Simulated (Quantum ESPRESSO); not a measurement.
Quantum ESPRESSO is run on YZnPd (Pnma, 12 atoms in the cell), and the run fails. The aim is a self-consistent single point with DFT, LDA (PZ), plane waves, GBRV 1.5 ultrasoft (LDA) pseudopotentials.

Cell that was meant: a = 7.0090 Å, b = 4.0881 Å, c = 8.1445 Å, α = 90.00°, β = 90.00°, γ = 90.00°.

Part of the input:

```fortran
/
&ELECTRONS
 conv_thr = 1.0d-10,
 electron_maxstep = 2,
/
ATOMIC_SPECIES
Y     88.9058  y_lda_v1.4.uspp.F.UPF
```

Output (repeated stretches shortened):

```
     Self-consistent Calculation

     iteration #  1     ecut=    50.00 Ry     beta= 0.70

     negative rho (up, down):  2.932E-01 0.000E+00

     total energy              =   -3003.86909441 Ry
     estimated scf accuracy    <      12.08573381 Ry

     iteration #  2     ecut=    50.00 Ry     beta= 0.70

     negative rho (up, down):  3.029E-01 0.000E+00

     total energy              =   -3009.20628002 Ry
     estimated scf accuracy    <      30.83356630 Ry
     End of self-consistent calculation

     convergence NOT achieved after   2 iterations: stopping

   JOB DONE.
```

Q: Find the mistake and give the fix.

A: The fault is an iteration limit that is too low. The loop is cut before its threshold is met, so whatever is printed at the end is not self-consistent. To fix it, raise the limit, or leave it to the default. The run ended unconverged after 2 iterations.

The sound input it was made from differs as follows (other fixes are possible):
```diff
- electron_maxstep = 2,
```

With that input, the run converged in 14 iterations: free energy E − TS -40981.7465 eV; Fermi level (on the code's own zero) 13.56 eV; pressure -6.21 GPa; largest force (vector length) 0.041 eV/Å (DFT, LDA (PZ), plane waves, GBRV 1.5 ultrasoft (LDA) pseudopotentials).

On the sound input: the starting cell comes from a database of computed structures (which also holds hypothetical and non-ambient phases and stackings), without a prior relaxation at this level. Spin polarisation is off. With a pressure of about -6 GPa the cell is away from its equilibrium volume at this level.
